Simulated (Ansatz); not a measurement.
The reference is HfO2 (space group Pca2_1, No. 29; a = 5.228 Å, b = 5.017 Å, c = 5.042 Å). Axes: x, y, z lie along a, b, c of the conventional cell.

Method: plane-wave PAW DFT at the PBEsol level (Ansatz, a first-principles code, 420 eV), no spin-orbit coupling.

Strains are applied to the cell and any free atomic positions relax; under biaxial strain the out-of-plane vector relaxes too.

One change was made to it. Results:

```tsv
quantity	base	after
shortest interatomic distance	2.030 Å	2.046 Å
pressure (mean of the normal stresses, compression positive)	0.00 GPa	-3.93 GPa
```

**Question.** Name the change that was made.
(A) uniaxial strain ε_yy = +1.77 %
(B) biaxial strain +0.21 %, plane normal [001], relaxed out of plane
(C) isotropic strain −4.59 %
(D) biaxial strain −2.42 %, plane normal [001], relaxed out of plane

**Answer.** A, uniaxial strain ε_yy = +1.77 %. For comparison, the pressure in the other runs: isotropic strain −4.59 % gives 38.57 GPa; biaxial strain +0.21 %, plane normal [001], relaxed out of plane gives -0.65 GPa; biaxial strain −2.42 %, plane normal [001], relaxed out of plane gives 8.29 GPa.

Whether these cells are dynamically stable was not tested. This is not the structure that HfO2 has at room temperature and ambient pressure.
